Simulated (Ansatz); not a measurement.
How the band gap of HfI₄ (C2/c, No. 15) moves with the method

No measured value is used here.

```csv
level (code),value (eV),cell (Å³/atom)
LDA (Ansatz),?,37.05
PBEsol (Ansatz),2.04,40.63
r²SCAN-D4 (Ansatz),2.44,41.86
r²SCAN+rVV10 (Ansatz),2.31,40.34
```

Problem. Fill in the missing entries.

Solution. 
- LDA (Ansatz, a program for electronic structure), value (eV): 1.71

Computed values are for a static lattice. Levels without +SOC have no spin–orbit coupling; where heavier elements are present it shifts gaps, mostly down, and can invert bands.  LDA, PBEsol, r²SCAN-D4, r²SCAN+rVV10: the gap is read on the k mesh or supercell of the run alone and can be too large. LDA, PBEsol, r²SCAN-D4, r²SCAN+rVV10: the relaxation could not lower the start's symmetry, so the cell can be a saddle point above a distorted one. Each level is taken at its own relaxed cell. Ansatz's density-functional and Hartree–Fock values are scalar-relativistic unless marked +SOC, with PAW data made under PBE.
